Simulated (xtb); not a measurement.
xtb 6.7.1, GFN2-xTB: COCC[OH+]CCOC, charge +1, multiplicity 1, 24 atoms. The geometry is a generated start, not checked to be a minimum at this level.

```yaml
run_flags: --grad
method: GFN2-xTB
"--acc": 1 (default)
"--etemp (K)": 300 (default)
basis_functions: 51
valence_electrons: 56
```

```xyz
24

C      2.1760    -1.8388    -0.8598
O      1.5856    -0.6605    -0.3400
C      2.1624    -0.2133     0.8703
C      1.3360     1.0114     1.2550
O     -0.0429     0.5979     1.0979
C     -1.0235     1.6246     0.8109
C     -2.1636     0.8926     0.1075
O     -1.5239     0.0913    -0.8654
C     -2.4071    -0.7485    -1.5873
H      2.0662    -2.6715    -0.1592
H      3.2359    -1.6828    -1.0727
H      1.6475    -2.0594    -1.7835
H      2.0937    -0.9947     1.6400
H      3.2161     0.0595     0.7407
H      1.4932     1.3149     2.2908
H      1.5555     1.8417     0.5783
H     -0.0416     0.0060     0.2555
H     -0.5907     2.3775     0.1465
H     -1.3362     2.0820     1.7502
H     -2.7232     0.2638     0.8141
H     -2.8565     1.6083    -0.3497
H     -1.7934    -1.2925    -2.3002
H     -2.9111    -1.4497    -0.9168
H     -3.1544    -0.1598    -2.1232
```

Charge 1 and multiplicity 1 are set for this test and not shown to be the ground state.

One run each on 1 thread. Values of broydamp tried: 0.02, 0.05, 0.1, 0.2, 0.4 (default), 0.6, 0.8, 1.

**Question.** Which value of broydamp needs the fewest SCC iterations, and what happens away from it?

**Answer.** Fewest SCC iterations, within one of each other: 0.2 with 11, 0.4 (default) with 10, 0.6 with 10, 0.8 with 10, 1 with 10. The count rises to 15 at 0.02. All converge to one solution.

| broydamp | SCC iterations | end |
|---|---|---|
| 0.02 | 15 | same solution |
| 0.05 | 14 | same solution |
| 0.1 | 13 | same solution |
| 0.2 | 11 | same solution |
| 0.4 (default) | 10 | same solution |
| 0.6 | 10 | same solution |
| 0.8 | 10 | same solution |
| 1 | 10 | same solution |
